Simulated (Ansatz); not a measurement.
The starting structures come from a database of crystals and need not be the phases stable at ambient conditions.

The decay constant κ of evanescent states in the gap governs leakage through a thin film.

Input:

```
CELL_PARAMETERS angstrom
      7.94828     0.00000     0.00000
      0.00000     8.02823     0.00000
      3.97414    -1.82111     3.51775
ATOMIC_POSITIONS crystal
  Na 0.44630 0.49320 0.03420
  Na 0.51950 0.99320 0.03420
  H  0.52040 0.77630 0.35400
  H  0.12560 0.27630 0.35400
  H  0.78930 0.68090 0.92780
  H  0.28290 0.18090 0.92780
  H  0.82840 0.00080 0.26260
  H  0.90900 0.50080 0.26260
  S  0.11700 0.74930 0.99960
  S  0.88340 0.24930 0.99960
  O  0.12250 0.65810 0.72120
  O  0.15630 0.15810 0.72120
  O  0.08890 0.63390 0.17740
  O  0.73370 0.13390 0.17740
  O  0.85700 0.92520 0.35220
  O  0.79080 0.42520 0.35220
  O  0.32560 0.82080 0.85740
  O  0.81700 0.32080 0.85740
  O  0.60850 0.73450 0.09280
  O  0.29870 0.23450 0.09280
```

Space group of this cell: Cc. The cell is taken as given; by r2SCAN its mean pressure is -3.5 GPa.

Transport runs along the normal of the first two printed cell vectors.

The gap is the functional's own. No spin-orbit coupling. Mid-gap values are interpolated on the energy grid.

Question: State the band gap and the smallest decay constant κ at mid-gap according to r2SCAN in Ansatz (a first-principles code).

Answer: Gap 5.98 eV on a 8×4×8 mesh; κ = 0.532 1/Å, at the zone centre.
